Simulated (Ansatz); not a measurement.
An Ansatz (an electronic-structure program) input (PBEsol (Ansatz; PAW; 420 eV plane waves; scalar-relativistic without spin-orbit coupling)):

Ansatz 0.2 input:
```yaml
crystal:
  lattice:
    - [2.6231059705, 0, 0]
    - [0, 3.709632039, 0]
    - [0, 1.8548160195, 1.9396818802]
  atoms:
    - { symbol: Ga, position: [0, 0, 0] }
    - { symbol: N, position: [0.5, 0.5, 0] }
basis: { ecutwfc: 420, ecutrho_ratio: 4, xc_grid: 2, fft_grid_basis: typed }
kpoints: { mp_grid: { grid: [21, 21, 21] } }
hamiltonian:
  xc: pbesol
  dispersion: none
  pseudopotentials: { kind: paw }
scf: { occupations: { method: fermi_dirac, width: 0.1 } }
relax: { f_tol: 0.005, max_steps: 50, cell: { stress_tol: 0.01, fix: [a, b, gamma] } }
output: { forces: true, stress: true }
checkpoint: { write: state.ck, write_every: 1000 }
```

Which symmetry and how many k-points will the program report, and about how many plane waves at Γ?

Space group Cmmm (ITA 65) with 8 operations, k-points 1331 of 9261, and 369 plane waves at Γ.

And the final pressure?

-3.64 GPa (compression positive).

The cells carry an imposed strain or load. No phonon test of stability was made. The final runs are not spin-polarised. Under biaxial strain −2.96 %, plane normal [110], relaxed out of plane the cell ends below the base's energy or with stress of the wrong sign: the atoms slid into a distortion or the cell is elastically unstable, so the base is not a stable minimum at this level. The cell was made from GaN in the CsCl type structure (space group Pm-3m, No. 221; a hypothetical phase, not in the database extracts checked) by this change: biaxial strain −2.96 %, plane normal [110], relaxed out of plane.
